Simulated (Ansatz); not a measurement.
**Cubic perovskite BaHfO3**

Calculation: PBEsol in Ansatz (plane waves, PAW).

Numerical settings: plane-wave cutoff 500 eV, 8×8×8 k mesh, gaussian smearing 0.02 eV, scalar-relativistic PAW data made under PBE.

Cell: relaxed at this level.

```yaml
equilibrium_volume_per_atom: 14.38 Å³/atom
lattice_constant_a: 4.158 Å
band_gap: 3.58 eV (on the SCF k mesh)
```

Measured, for comparison: equilibrium volume per atom 14.51 Å³/atom (room temperature, no zero-point or thermal correction; as tabulated in Zhao et al. (2008), arXiv:0809.3506); lattice constant a 4.171 Å (room temperature, no zero-point or thermal correction, our sources range from 4.171 to 4.180; as tabulated in Zhao et al. (2008), arXiv:0809.3506). Computed (rounded) less measured: equilibrium volume per atom -0.9 %, lattice constant a -0.3 % (-0.3 % to -0.5 % over the range). A static lattice is as a rule a little smaller and stiffer than an uncorrected measurement, which narrows the difference in the equilibrium volume per atom, lattice constant a and would widen misses of the other sign.

Spin–orbit coupling is not included.

Static lattice: no zero-point or thermal effects.

The result took very roughly 22 core-seconds.

Ansatz is a quantum-chemistry and plane-wave program.
